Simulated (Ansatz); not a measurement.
The reference is TeO$_{2}$ in the fluorite structure (space group Fm-3m, No. 225; a = 5.323 Å; a hypothetical phase, not in the database extracts checked).

Modification: a hydrostatic pressure of 4.2 GPa.

Levels (all Ansatz, a first-principles code, PAW, earlier PAW set): PBEsol (420 eV, no spin-orbit coupling); r2SCAN (500 eV, no SOC); HSE06 (420 eV, no spin-orbit coupling); PBEsol+SOC (420 eV, noncollinear with spin-orbit coupling); HSE06+SOC (420 eV, spin-orbit coupling included).

One geometry, relaxed with PBEsol, under each level:

```json
[
 {"level": "PBEsol", "band gap": "0.71 eV", "lowest conduction level above the VBM at special points": "X 1.25 eV; Γ 1.70 eV; K 3.11 eV; U 3.11 eV", "electron mass": "0.72 mₑ along k, 0.24 mₑ across (off the special points)", "hole mass": "0.88 mₑ along k, 1.2 mₑ across (at L)", "pressure": "4.20 GPa"},
 {"level": "r2SCAN", "band gap": "0.99 eV", "lowest conduction level above the VBM at special points": "X 1.54 eV; Γ 1.97 eV; K 3.41 eV; U 3.41 eV", "electron mass": "0.73 mₑ along k, 0.25 mₑ across (off the special points)", "hole mass": "0.91 mₑ along k, 1.4 mₑ across (at L)", "pressure": "5.46 GPa"},
 {"level": "HSE06", "band gap": "?", "lowest conduction level above the VBM at special points": "?", "electron mass": "–", "hole mass": "–", "pressure": "–"},
 {"level": "PBEsol+SOC", "band gap": "0.66 eV", "lowest conduction level above the VBM at special points": "X 1.19 eV; Γ 1.17 eV; K 3.00 eV; U 3.00 eV", "electron mass": "0.75 mₑ along k, 0.24 mₑ across (off the special points)", "hole mass": "0.88 mₑ along k, 1.2 mₑ across (at L)", "pressure": "4.49 GPa"},
 {"level": "HSE06+SOC", "band gap": "?", "lowest conduction level above the VBM at special points": "?", "electron mass": "–", "hole mass": "–", "pressure": "–"}
]
```

**Question.** Give the withheld HSE06 and HSE06+SOC results.

**Answer.** 
- HSE06, band gap: 1.61 eV
- HSE06, lowest conduction level above the VBM at special points: X 2.16 eV; Γ 2.62 eV; K 4.10 eV
- HSE06+SOC, band gap: 1.55 eV
- HSE06+SOC, lowest conduction level above the VBM at special points: X 2.10 eV; Γ 2.03 eV; K 3.99 eV

Single points use the geometry relaxed with PBEsol. Their cutoffs differ, which shifts pressures a little. HSE06 gaps are upper bounds (no full band path). The spin-orbit shifts are approximate. With Te present, leaving out spin-orbit coupling can change the band edges. Load acts through the strain it causes; cell and atoms are relaxed under it. Effective masses come from finite differences of ±0.01 Å⁻¹. Along k means along the line from Γ to the band edge. Stability against distortions was not tested.
